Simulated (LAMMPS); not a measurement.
Pressure dependence of Cu3Au (L1_2) at 720 K, from the crystal.

Level of theory: classical MD, pair style eam, the elements' _u3.eam files (universal-3 set of Foiles, Baskes and Daw) (LAMMPS).

```json
[
 {"P (GPa)": "0", "state": "crystal; no diffusion seen in 30 ps", "volume": "13.6789 ± 0.0004 Å³/atom", "coordination number of Au by Cu": "12.0 (counted to 3.62 Å)"},
 {"P (GPa)": "2", "state": "crystal; no diffusion seen in 30 ps", "volume": "13.4665 ± 0.0003 Å³/atom", "coordination number of Au by Cu": "12.0 (counted to 3.62 Å)"},
 {"P (GPa)": "5", "state": "crystal; no diffusion seen in 30 ps", "volume": "13.1824 ± 0.0005 Å³/atom", "coordination number of Au by Cu": "12.0 (counted to 3.58 Å)"}
]
```

Caution: in nature this polymorph isn't the stable one over the whole range of temperature at this pressure, and short runs keep a crystal in its starting form.

Caution: a run this short can hold a crystal over, or a liquid under, the potential's own melting point, which these runs don't give.

Estimate the isothermal bulk modulus at zero pressure. A parabola P(ln V) through the three points gives −dP/d ln V = 120 GPa at zero pressure.

States go by the mean squared displacement: a species diffuses where it passes 1.5 Å², still rises and gives D over 1e-6 cm²/s; a crystal has left its structure where atoms lie 0.35 Å off their sites on average or a cubic box changes its shape by 3 %, or the axial ratios of another lie 8 % off the starting cell's, which the potential's own relaxation can also do.

Uncertainties are statistical and leave out the potential's own error.
